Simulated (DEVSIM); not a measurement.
Device: GaP n-i-p diode, at 300 K.

| layer (left to right) | material | thickness (μm) | Nd (cm⁻³) | Na (cm⁻³) | τn (s) | τp (s) |
|---|---|---|---|---|---|---|
| 1 | GaP | 0.520 | 5.3e18 | - | 2.1e-7 | 2.1e-7 |
| 2 | GaP | 45.0 | - | 3.5e13 | 2.1e-7 | 2.1e-7 |
| 3 | GaP | 2.50 | - | 2.5e18 | 2.1e-7 | 2.1e-7 |

Left contact: ohmic. Right contact: ohmic. Voltage is applied to the left contact. Recombination: SRH at mid-gap, radiative. Mobility is μmin + (μ − μmin)/(1 + (N/Nref)^α).

Constants are typed, rounded textbook-type inputs, not results; the design itself was drawn at random and stands for no fabricated device. Values at 300 K.

```tsv
parameter	GaP
gap (eV)	2.26
affinity (eV)	3.8
permittivity	11.1
Nc (cm⁻³)	1.8e19
Nv (cm⁻³)	1.9e19
μn (cm²/Vs)	250
μp (cm²/Vs)	150
μn,min	10
μp,min	10
Nref,n	4.4e18
Nref,p	1e18
αn	0.8
αp	0.85
B (cm³/s)	1e-13
```

Model (solved in DEVSIM): 1D drift-diffusion, Boltzmann statistics, complete ionisation; no tunnelling, impact ionisation, image-force lowering or self-heating.

Task: Give the dark forward current.

Result: 
(V (V), J (A/cm²)): (-0.50, -3.9e-13); (-0.70, -2.1e-11); (-0.80, -1.5e-10); (-0.85, -4.2e-10); (-0.90, -1.1e-9); (-1.00, -8.7e-9); (-1.05, -2.4e-8); (-1.10, -6.8e-8); (-1.20, -5.5e-7); (-1.25, -1.6e-6); (-1.30, -5.2e-6); (-1.40, -7.3e-5); (-1.45, -0.00033); (-1.50, -0.0015); (-1.60, -0.013); (-1.65, -0.025); (-1.70, -0.047); (-1.80, -0.21); (-1.85, -0.52); (-1.90, -1.3); (-2.00, -8.8); (-2.05, -22); (-2.10, -54); (-2.20, -240); (-2.25, -430); (-2.30, -710); (-2.40, -1500); (-2.45, -2100)
